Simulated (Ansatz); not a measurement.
# MoSi2: energy against strain

MoSi2 (MoSi2 type, I4/mmm, 13.267 Å³/atom and stress up to 0.01 GPa in the relaxed cell, c along z) under a strain ε along c (axis z), the other axes held. PBEsol in Ansatz, a plane-wave DFT program (PAW, default set), 420 eV, 25×25×25 Γ-centred mesh, Fermi-Dirac smearing 0.10 eV; ions are relaxed, or left where forces stay under 0.02 eV/Å, within the symmetry of each cell.

Here s stands for strain and y for E less E0.

```csv
strain (%),E less E0 (meV/atom)
-3.00,?
-1.50,4.93
-1.00,2.12
-0.50,0.49
0.00,0.00
0.50,0.59
1.00,2.21
1.50,4.82
```

Taking a parabola for y over the 7 complete rows: Least squares gives y = -0.001 - 0.0036·s + 2.1671·s². Residuals (row less fit): 0.050, -0.050, -0.053, 0.001, 0.051, 0.047, -0.050; standard error 0.061 (degrees of freedom: 4). Twice the quadratic coefficient over the volume, 2 × 2.1671 meV × 10⁴ × 0.1602 / 13.267 Å³, is the elastic constant C33 = about 520 GPa.

**Question.** What does the fit predict for y at s = -3.00, and how far is the calculated value from it?

**Answer.** y = -0.001 - 0.0036 × (-3.0) + 2.1671 × (-3.0)² = 19.514 meV/atom. The calculation gives 20.99 meV/atom, 1.476 meV/atom above the prediction (7.0 % of the range of y in the table). The row lies outside the fitted rows, so this is an extrapolation. From the scatter of the fitted rows alone, a prediction at this place has a standard error of 0.234 meV/atom, so the miss is 6.3 times that.

A polynomial of degree 3 through the 12 other runs of the series gives 20.96 there, so most of the miss is curvature that the fit leaves out. In a metal these values are sensitive to mesh and smearing; energies are taken to zero smearing, stresses follow the free energy. Rows are the converged runs of the series near zero and its far end; series whose fitted rows scatter by over a few per cent of the range, as at a crossing or softening among them, aren't shown in this form, nor equations of state whose B0' disagrees with the runs' pressures. Most that stay on the fit to the last digits aren't either.
